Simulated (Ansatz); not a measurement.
The reference is Re in the hcp (Mg type) structure (space group P6_3/mmc, No. 194; a = 2.751 Å, c = 4.441 Å). Axes: x lies along a and z along c of the hexagonal cell.

Now apply this change: uniaxial stress, 8 GPa compression along x, with the cell and atoms free to relax against it.

Levels (all Ansatz, a first-principles code, PAW): PBEsol (420 eV, spin-orbit coupling left out); r2SCAN (500 eV, no spin-orbit coupling).

The geometry is relaxed with PBEsol.

| Property | Result |
|---|---|
| PBEsol pressure | 2.7 GPa |

### Question
Predict the pressure from r2SCAN.

### Answer
The pressure goes up by 4.0 GPa to 6.7 GPa.

Single points use the geometry relaxed with PBEsol. Their cutoffs differ, which shifts pressures a little. Load acts through the strain it causes; cell and atoms are relaxed under it. Stability under load was not tested beyond the relaxation. All final runs are without spin polarisation.
